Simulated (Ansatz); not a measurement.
Computed paths: Mo-vacancy pair in fcc Al, neutral cell

System: Mo-vacancy pair (Mo on one host Al site, one Al site vacant) in fcc Al (neutral cell). Computed with PBE, PAW (plane waves to 420 eV; Ansatz, a program for electronic structure).

32-site cell at the relaxed PBE lattice, a 3×3×3 k-point mesh shifted by half a step, smearing 0.10 eV, spin-restricted, no finite-size correction. Energies are static. Forms of the defect that were not tried may lie lower.

Barriers: single points on a 5×5×5 k-point mesh shifted by half a step at the bands' geometries (they differ from the bands' own by up to 0.10 eV, and are uncertain by about as much).

```tsv
Route	Start site over the lowest site run (eV)	Hop (Å)	Forward barrier (eV)	Backward barrier (eV)	Neighbours at the start	Neighbours at the saddle	Saddle order	Forward, on the band's own sampling (eV)
a nearby Al atom hops onto the vacant site (Mo-vacancy distance between ideal sites 2.86 Å throughout)	0.00	2.58	0.41	0.41	Al at 2.70, 2 Al at 2.78, Al at 2.84, Al at 2.86, 3 Al at 2.91, Al at 2.96, Al at 2.98; Mo at 2.80 Å	Al at 2.59, Al at 2.61, Al at 2.65, 2 Al at 2.94, 2 Al at 3.25; Mo at 2.60 Å	not checked, on a symmetry element	0.39
direct exchange of Mo with the vacancy (Mo-vacancy distance between ideal sites 2.86 Å throughout)	0.00	3.14	1.86	1.86	Al at 2.71, 4 Al at 2.75, 2 Al at 2.79, 4 Al at 2.80 Å	4 Al at 2.60, 4 Al at 2.98 Å	not checked, on a symmetry element	1.96
```

Paths come from CI-NEB runs. Of the routes that converged and passed our checks, the lowest saddle point lies 0.41 eV above the lowest of the sites run (a nearby Al atom hops onto the vacant site (Mo-vacancy distance between ideal sites 2.86 Å throughout)); other sites, such as split forms, and other routes may lie lower. A band can be held on a symmetry element, so unchecked saddle points there may be too high.
